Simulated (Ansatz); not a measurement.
A (14,0) ZnO nanotube has 56 atoms in a period of 5.668 Å, a mean diameter of 14.66 Å, and lies 9 meV/atom over the flat sheet relaxed at the same level.

All values below come from PBE (plane waves to 420 eV, PAW; Ansatz, an electronic-structure program). Mesh 1×1×6. No spin polarisation. One-dimensional cell, images about 11 Å apart. A hypothetical model, rolled from the flat sheet. It keeps the symmetry and period of its start, so it need not be a minimum against all distortions.

Q: Which bending rigidity of the sheet does this imply in the thin-plate picture?

A: A plate bent to radius R stores D/(2R²) an area. The area an atom is π × 14.66 × 5.668/56 = 4.66 Å², so the stored energy is 0.009/4.66 = 0.0019 eV/Å². With R = 7.330 Å, D = 2R² × 0.0019 = 0.20 eV.
